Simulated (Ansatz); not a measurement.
The reference is HfN in the rock salt structure (space group Fm-3m, No. 225; a = 4.5018 Å; relaxed with 0.1 eV smearing). Axes: x, y, z lie along the cube axes.

Computed with PBEsol/PAW in Ansatz (a quantum-chemistry and plane-wave program), scalar-relativistic without spin-orbit coupling.

Strains are applied to the cell and any free atomic positions relax.

One change was made to it. Results:

| quantity | base | after |
|---|---|---|
| shortest interatomic distance | 2.251 Å | 2.251 Å |
| energy relative to the base (free energy F) | 0 meV/atom | +4.8 meV/atom |

### Question
Name the change that was made.
A. uniaxial strain ε_zz = +1.50 %
B. uniaxial strain ε_zz = +0.50 %
C. uniaxial strain ε_zz = −1.00 %
D. uniaxial strain ε_zz = −3.00 %
E. uniaxial strain ε_zz = +2.50 %

### Answer
A, uniaxial strain ε_zz = +1.50 %. For comparison, the energy relative to the base in the other runs: uniaxial strain ε_zz = −3.00 % gives +23 meV/atom; uniaxial strain ε_zz = +0.50 % gives +0.5 meV/atom; uniaxial strain ε_zz = +2.50 % gives +13 meV/atom; uniaxial strain ε_zz = −1.00 % gives +2.3 meV/atom.

No phonon test of stability was made. The final runs are not spin-polarised. An odd electron count without spin: HfN.
